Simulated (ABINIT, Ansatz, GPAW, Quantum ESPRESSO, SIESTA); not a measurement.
# Cu₃Pd (Pm-3m, 4 atoms in the cell) computed with different codes at matched settings

Self-consistent single point.

```xyz
4
Lattice="3.6859 0.0000 0.0000 0.0000 3.6859 0.0000 0.0000 0.0000 3.6859" Properties=species:S:1:pos:R:3 pbc="T T T"
Cu     0.0000     1.8429     1.8429
Cu     1.8429     0.0000     1.8429
Cu     1.8429     1.8429     0.0000
Pd     0.0000     0.0000     0.0000
```

All programs got the same cell, k-point mesh and kind of occupations (in Ansatz's words: kpoints.mp_grid.grid = 9 9 9; scf.occupations.method = fermi_dirac; scf.occupations.width = 0.05 eV); potentials, basis and cutoffs are each program's usual ones.

```csv
code,model,pressure (GPa),k-points,cutoff
SIESTA,"GGA PBEsol, numerical atomic orbitals DZP, PseudoDojo PBEsol standard norm-conserving potentials (rewritten from UPF to PSML)",-7.00,365,grid 300 Ry
GPAW,"PBEsol, GPAW PAW datasets PBEsol (made by gpaw-setup)",-3.27,35,800 eV
Quantum ESPRESSO,"PBEsol, SSSP 1.1.2 precision (PBE) pseudopotentials",-6.81,35,75 Ry
Ansatz,"PBEsol, PAW files made with PBE",-4.32,35,default
ABINIT,"PBEsol, PAW (JTH v2.0 PBE PAW, files made for PBE)",-4.41,35,816 eV
```

The spread over the programs that give each value: pressure within 3.73 GPa.

The starting cell comes from a database of computed structures (which also holds hypothetical and non-ambient phases and stackings), without a prior relaxation at this level. Its lattice was rescaled by a random factor within 2.5 % of one. On Ansatz's run: Spin polarisation is off. In the base run, with a pressure of about -4 GPa the cell is away from its equilibrium volume at this level.

**Question.** Why do the programs differ, and what cannot be compared?

**Answer.** Differences of this kind can come from the potentials, where these differ, and from what each basis and cutoff leave unconverged. The valence holds different numbers of electrons (SIESTA 75, GPAW 49, Quantum ESPRESSO 75, Ansatz (an electronic-structure program) 75, ABINIT 75). The zero of total energies and Fermi levels follows the potentials and each program's conventions, so they are not compared here. SIESTA uses small atom-centred bases, whose incompleteness enters pressures, forces and empty levels differently from a plane-wave cutoff. Ansatz's pressure is given at a fixed set of plane waves, as the other plane-wave codes print theirs; with its correction for the finite basis it is -4.23 GPa. The programs reduce the same mesh by symmetry to different extents, which changes the work and not the result. In the pressure, SIESTA (by 2.63), GPAW (by 1.10) and Quantum ESPRESSO (by 2.44) lie more than 1 GPa from the median of the plane-wave programs.

Left out of this page: Elk (not drawn, or without a comparable value); FLEUR (with a known weakness of the program).

Keys are those of Ansatz 0.2.
